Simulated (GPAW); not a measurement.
# Input and output of a self-consistent single point for Nb (Im-3m, 1 atom in the cell) (GPAW)

Computed with PBE, GPAW PAW datasets PBE (gpaw-data 1.0.1) (plane waves; GPAW).

This input was run:

```python
from ase import Atoms
from ase.units import GPa
from gpaw import GPAW

atoms = Atoms(['Nb'],
              cell=[[-1.670758, 1.670758, 1.670758],
                    [1.670758, -1.670758, 1.670758],
                    [1.670758, 1.670758, -1.670758]],
              scaled_positions=[[0.000000, 0.000000, 0.000000]],
              pbc=True)

calc = GPAW(mode={'name': 'pw', 'ecut': 600},
            xc='PBE',
            kpts=(9, 9, 9),
            occupations={'name': 'fermi-dirac', 'width': 0.05},
            nbands=-5,
            convergence={'density': 1e-05, 'energy': 1e-05},
            symmetry={'symmorphic': False, 'tolerance': 0.0005},
            maxiter=150,
            txt='-')

atoms.calc = calc

energy = atoms.get_potential_energy()
print('Energy (eV):', round(energy, 6))
forces = atoms.get_forces()
print('Forces (eV/Ang):')
print(forces.round(5))
stress = atoms.get_stress()
print('Stress (GPa, Voigt):', (stress / GPa).round(4))
```

Log, with long lists cut:

```
Input parameters:
  convergence: {density: 1e-05,
                energy: 1e-05}
  kpts: [9 9 9]
  maxiter: 150
  mode: {ecut: 600,
         name: pw}
  nbands: -5
  occupations: {name: fermi-dirac,
                width: 0.05}
  symmetry: {symmorphic: False,
             tolerance: 0.0005}
  xc: PBE

species:
  Nb:
    name: Niobium
    Z: 41.0
    valence: 13
    core: 28
    charge: 0.0
    file: Nb.PBE.gz

    # Using partial waves for Nb as LCAO basis

Reference energy: -103906.147789  # eV

Spin-paired calculation

Convergence criteria:
 Maximum [total energy] change in last 3 cyles: 1e-05 eV / valence electron
 Maximum integral of absolute [dens]ity change: 1e-05 electrons / valence electron
 Maximum integral of absolute [eigenst]ate change: 4e-08 eV^2 / valence electron
 Maximum number of scf [iter]ations: 150

Symmetries present (total): 48
Symmetries with fractional translations: 0
729 k-points: 9 x 9 x 9 Monkhorst-Pack grid
35 k-points in the irreducible part of the Brillouin zone
       k-points in crystal coordinates                weights
   0:     0.00000000    0.00000000    0.00000000          1/729
   1:     0.11111111    0.00000000    0.00000000         12/729
   2:     0.11111111    0.11111111   -0.11111111          6/729
   [... 7 lines left out ...]
          ...
  34:     0.44444444    0.44444444    0.44444444          8/729

Wave functions: Plane wave expansion
  Cutoff energy: 600.000 eV
  Number of coefficients (min, max): 610, 637
  Pulay-stress correction: 0.000000 eV/Ang^3 (de/decut=0.000000)

Occupation numbers: Fermi-Dirac:
  width: 0.0500  # eV

Eigensolver

Densities:
  Coarse grid: 18*18*18 grid
  Fine grid: 36*36*36 grid
  Total Charge: 0.000000

Density mixing:
  Method: separate
  Backend: pulay
  Linear mixing parameter: 0.05
  old densities: 5
  Damping of long wavelength oscillations: 50

Hamiltonian:
  XC and Coulomb potentials evaluated on a 36*36*36 grid
  External potential:
    NoExternalPotential

XC parameters: PBE with 2 nearest neighbor stencil

Number of atoms: 1
Number of atomic orbitals: 13
Number of bands in calculation: 11
Number of valence electrons: 13
Bands to converge: occupied

Density initialized from atomic densities
  11 bands from LCAO basis set

Atomic positions and initial magnetic moments

Positions:
   0 Nb     0.000000    0.000000    0.000000    ( 0.0000,  0.0000,  0.0000)

Unit cell:
           periodic     x           y           z      points  spacing
  1. axis:    yes   -1.670758    1.670758    1.670758    18     0.1313
  2. axis:    yes    1.670758   -1.670758    1.670758    18     0.1313
  3. axis:    yes    1.670758    1.670758   -1.670758    18     0.1313

  Lengths:   2.893838   2.893838   2.893838
  Angles:  109.471221 109.471221 109.471221

Effective grid spacing dv^(1/3) = 0.1473

     iter     time        total  log10-change:
                         energy   eigst   dens
iter:   1 --:--:--   -10.958508
iter:   2 --:--:--   -10.870863   -1.31  -1.13
iter:   3 --:--:--   -10.414458   -0.60  -1.16
iter:   4 --:--:--   -10.408205   -2.32  -1.88
iter:   5 --:--:--   -10.423323   -1.27  -1.88
iter:   6 --:--:--   -10.354698   -2.08  -1.69
iter:   7 --:--:--   -10.354294   -3.48  -2.76
iter:   8 --:--:--   -10.353756   -3.58  -2.93
iter:   9 --:--:--   -10.353756   -5.19  -3.59
iter:  10 --:--:--   -10.353745c  -6.16  -3.49
iter:  11 --:--:--   -10.353754c  -5.20  -3.73
iter:  12 --:--:--   -10.353744c  -6.08  -3.85
iter:  13 --:--:--   -10.353744c  -8.54c -4.74
iter:  14 --:--:--   -10.353744c  -8.87c -5.24c

Converged after 14 iterations.

Dipole moment: (0.000000, -0.000000, -0.000000) |e|*Ang

Energy contributions relative to reference atoms: (reference = -103906.147789)

Kinetic:         -3.478077
Potential:       -1.582716
External:        +0.000000
XC:              -5.255323
Entropy (-ST):   -0.012122
Local:           -0.031568
SIC:             +0.000000
--------------------------
Free energy:    -10.359805
Extrapolated:   -10.353744

Showing only first 2 kpts
 Kpt  Band  Eigenvalues  Occupancy
  0     4      5.01670    2.00000
  0     5     11.23157    0.00107
  0     6     11.23157    0.00107
  0     7     11.23157    0.00107

  1     4      5.49019    2.00000
  1     5     10.94981    0.26105
  1     6     11.14177    0.00644
  1     7     11.69234    0.00000

Fermi level: 10.85499

No gap
No difference between direct/indirect transitions
Energy (eV): -10.353744

Forces in eV/Ang:
  0 Nb    0.00000    0.00000   -0.00000

Stress tensor:
     0.034454    -0.000000    -0.000000
    -0.000000     0.034454    -0.000000
    -0.000000    -0.000000     0.034454
Stress (GPa, Voigt): [ 5.5201  5.5201  5.5201 -0.     -0.     -0.    ]
```

The run converged in 14 iterations. GPAW prints stress with tension positive.

The starting cell comes from a database of computed structures (which also holds hypothetical and non-ambient phases and stackings), without a prior relaxation at this level. Its lattice was rescaled by a random factor within 2.5 % of one. Spin polarisation is off. With a pressure of about -6 GPa the cell is away from its equilibrium volume at this level.
